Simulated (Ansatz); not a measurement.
An Ansatz (an electronic-structure program) run: WSe2 with a change (uniaxial strain ε_zz = −0.60 %); PBE-D3(BJ) (Ansatz; PAW; 420 eV plane waves; no spin-orbit coupling).

Input:

Ansatz 0.2 input:
```yaml
crystal:
  lattice:
    - [3.2790368965, 0, 0]
    - [-1.6395184482, 2.8397292523, 0]
    - [0, 0, 12.7095152453]
  atoms:
    - { symbol: W, position: [0.6666666667, 0.3333333333, 0.75] }
    - { symbol: W, position: [0.3333333333, 0.6666666667, 0.25] }
    - { symbol: Se, position: [0.6666666667, 0.3333333333, 0.3817243698] }
    - { symbol: Se, position: [0.3333333333, 0.6666666667, 0.8817243698] }
    - { symbol: Se, position: [0.3333333333, 0.6666666667, 0.6182756302] }
    - { symbol: Se, position: [0.6666666667, 0.3333333333, 0.1182756302] }
basis: { ecutwfc: 420, ecutrho_ratio: 4, xc_grid: 2, fft_grid_basis: typed }
kpoints: { mp_grid: { grid: [12, 12, 3] } }
hamiltonian:
  xc: pbe
  dispersion: d3bj
  pseudopotentials: { kind: paw }
scf: { occupations: { method: fermi_dirac, width: 0.05 }, convergence: { dr2_threshold: 0.0000000006 } }
relax: { f_tol: 0.005, max_steps: 50 }
output: { forces: true, stress: true }
checkpoint: { write: state.ck, write_every: 1000 }
```

Output (explanatory and most iteration lines left out):

```
Relaxation: its limit of steps is 50 (relax.max_steps)
Pseudopotential: W, paw, valence charge 14
Pseudopotential: Se, paw, valence charge 16
Crystal: 6 atoms, lattice volume = 118.346 Å³
Basis set: ecut = 420 eV, 2347 PW (Γ), exchange–correlation on 48×48×180 points (8 copies of the dense FFT grid, shifted against one another)
Bands: 56, of which v1, the nominal top of the filled ones, is band 46 counted from 1 (45 counted from 0)
Symmetry: 24 space group operations
Space group: P63/mmc (ITA 194), of the structure as read, at distance tolerance 4.9e-5 Å
k-points: 38 of 432
Functional: x = pbe(κ = 0.804, μ = 0.2195149727645171), c = pbe(β = 0.06672455060314922)
SCF iter   1: F=—  HF=-42651.995575 eV  |F-HF|=—  |Δ(HF+E_count)|=         —  Δρ=4.42e-3  dr2=8.28e-3  ethr=1.77e-3  ⟨swp⟩=6.2  Hψ=7693  notcnv=0
SCF iter   2: F=—  HF=-42652.003837 eV  |F-HF|=—  |Δ(HF+E_count)|=   8.26e-3  Δρ=2.56e-3  dr2=1.97e-3  ethr=9.00e-6  ⟨swp⟩=2.0  Hψ=3273  notcnv=0  defer=15
SCF 1 converged in 9 iterations: F = -42652.008000 eV  dr2 = 5.31e-11
relax step   1: F+E_penalty+E_count = -42652.00800017 eV  Δ(F+E_penalty+E_count) = +0.000e0 eV  max|allowed force component| = 1.656e-1 eV/Å  Δτ_max = 0.0000 Å  (9 SCF iters, accepted)
Crystal: 6 atoms, lattice volume = 118.346 Å³
SCF iter   1: F=—  HF=-42652.006322 eV  |F-HF|=—  |Δ(HF+E_count)|=         —  Δρ=1.70e-3  dr2=4.03e-3  ethr=4.72e-6  ⟨swp⟩=2.0  Hψ=5981  notcnv=0  defer=97
SCF iter   2: F=—  HF=-42652.005594 eV  |F-HF|=—  |Δ(HF+E_count)|=   7.28e-4  Δρ=7.88e-4  dr2=6.44e-4  ethr=4.38e-6  ⟨swp⟩=2.0  Hψ=2255  notcnv=0  defer=97
SCF 2 converged in 8 iterations: F = -42652.005494 eV  dr2 = 3.98e-10
relax step   2: F+E_penalty+E_count = -42652.00549392 eV  Δ(F+E_penalty+E_count) = +2.506e-3 eV  max|allowed force component| = 2.217e-1 eV/Å  Δτ_max = 0.0211 Å  (8 SCF iters, rejected (line search))
Crystal: 6 atoms, lattice volume = 118.346 Å³
SCF iter   1: F=—  HF=-42652.011203 eV  |F-HF|=—  |Δ(HF+E_count)|=         —  Δρ=9.87e-4  dr2=1.35e-3  ethr=1.49e-5  ⟨swp⟩=2.1  Hψ=3747  notcnv=0  defer=96
SCF iter   2: F=—  HF=-42652.010959 eV  |F-HF|=—  |Δ(HF+E_count)|=   2.44e-4  Δρ=4.58e-4  dr2=2.12e-4  ethr=1.46e-6  ⟨swp⟩=1.7  Hψ=2526  notcnv=0  defer=96
SCF 3 converged in 8 iterations: F = -42652.010940 eV  dr2 = 1.42e-10
relax step   3: F+E_penalty+E_count = -42652.01093995 eV  Δ(F+E_penalty+E_count) = -2.940e-3 eV  max|allowed force component| = 1.906e-3 eV/Å  Δτ_max = 0.0088 Å  (8 SCF iters, accepted)
SCF converged after 8 iterations
Free energy (F): -42652.010940 eV
Internal energy: -42652.010937 eV  (E = F + TS)
E sigma→0 (E₀):  -42652.010938 eV
Entropy (-TS):   -0.000003 eV (-0.000 meV/atom)
Fermi energy:    13.884407 eV
  E_disp       = -2.872552  (pairwise vdW)
--- Forces (eV/Å), atoms counted from 1 ---
  atom   1  W     -0.00000000    -0.00000000     0.00000000
  atom   2  W      0.00000000     0.00000000     0.00000000
  atom   3  Se    -0.00000000    -0.00000000     0.00190561
  atom   4  Se     0.00000000     0.00000000     0.00190561
  atom   5  Se     0.00000000     0.00000000    -0.00190561
  atom   6  Se    -0.00000000    -0.00000000    -0.00190561
--- Stress (GPa, compression-positive) ---
        0.088408       0.000000       0.000000
        0.000000       0.088408       0.000000
        0.000000       0.000000       0.444222
  P = ⅓ Tr σ = 0.2070 GPa (2.070 kbar)
--- Relaxed structure (3 steps of the walk, 2 accepted, 0 SCFs on fresh bases) ---
  atoms:
    - { symbol: W, position: [0.6666666666666669, 0.33333333333333337, 0.7500000000000001] }
    - { symbol: W, position: [0.33333333333333337, 0.6666666666666667, 0.25] }
    - { symbol: Se, position: [0.6666666666666669, 0.33333333333333337, 0.38241729365346244] }
    - { symbol: Se, position: [0.33333333333333337, 0.6666666666666667, 0.8824172936534626] }
    - { symbol: Se, position: [0.33333333333333337, 0.6666666666666667, 0.6175827063465377] }
    - { symbol: Se, position: [0.6666666666666669, 0.33333333333333337, 0.11758270634653761] }
```

With W present, leaving out spin-orbit coupling can change the band edges. Whether these cells are dynamically stable was not tested. The cell was made from WSe₂ (space group P6_3/mmc, No. 194; layered, stacked along the Cartesian z axis) by this change: uniaxial strain ε_zz = −0.60 %.
